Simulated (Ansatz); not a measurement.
The structure below was relaxed with plane-wave PAW DFT at the r2SCAN level (Ansatz, a first-principles code, 500 eV), no SOC.

Space group I-4 (No. 82); a = b = 5.5365 Å, c = 11.1822 Å, α = β = γ = 90.00°

| atom | site | symmetry | x | y | z |
|---|---|---|---|---|---|
| Cu | 2a | -4.. | 0.0000 | 0.0000 | 0.0000 |
| Cu | 2c | -4.. | 0.0000 | 0.5000 | 0.2500 |
| Zn | 2d | -4.. | 0.5000 | 0.0000 | 0.2500 |
| Pt | 2b | -4.. | 0.0000 | 0.0000 | 0.5000 |
| Se | 8g | 1 | 0.2489 | 0.2610 | 0.3753 |

### Question
Write out a cell with all atoms.

### Answer
```cif
data_Cu4Pt2Se8Zn2
_chemical_formula_sum 'Cu4 Zn2 Pt2 Se8'
_space_group_name_H-M_alt 'P 1'
_space_group_IT_number 1
_cell_length_a 5.53652
_cell_length_b 5.53652
_cell_length_c 11.18215
_cell_angle_alpha 90.000
_cell_angle_beta 90.000
_cell_angle_gamma 90.000
loop_
_space_group_symop_operation_xyz
  'x, y, z'
loop_
_atom_site_label
_atom_site_type_symbol
_atom_site_fract_x
_atom_site_fract_y
_atom_site_fract_z
_atom_site_occupancy
Cu1 Cu 0.00000 0.00000 0.00000 1
Cu2 Cu 0.00000 0.50000 0.25000 1
Zn1 Zn 0.50000 0.00000 0.25000 1
Pt1 Pt 0.50000 0.50000 0.00000 1
Se1 Se 0.24889 0.26100 0.37526 1
Se2 Se 0.75111 0.73900 0.37526 1
Se3 Se 0.76100 0.25111 0.12474 1
Se4 Se 0.23900 0.74889 0.12474 1
Cu3 Cu 0.50000 0.50000 0.50000 1
Cu4 Cu 0.50000 0.00000 0.75000 1
Zn2 Zn 0.00000 0.50000 0.75000 1
Pt2 Pt 0.00000 0.00000 0.50000 1
Se5 Se 0.74889 0.76100 0.87526 1
Se6 Se 0.25111 0.23900 0.87526 1
Se7 Se 0.26100 0.75111 0.62474 1
Se8 Se 0.73900 0.24889 0.62474 1
```
This is the conventional cell.

No phonon test of stability was made. The final runs are not spin-polarised. The cell was made from ZnCu2SnSe4 by this change: Sn → Pt; the result is a hypothetical phase, not in the database extracts checked. ZnCu2PtSe4 has a high density of states at the Fermi level and may be magnetic at this level.
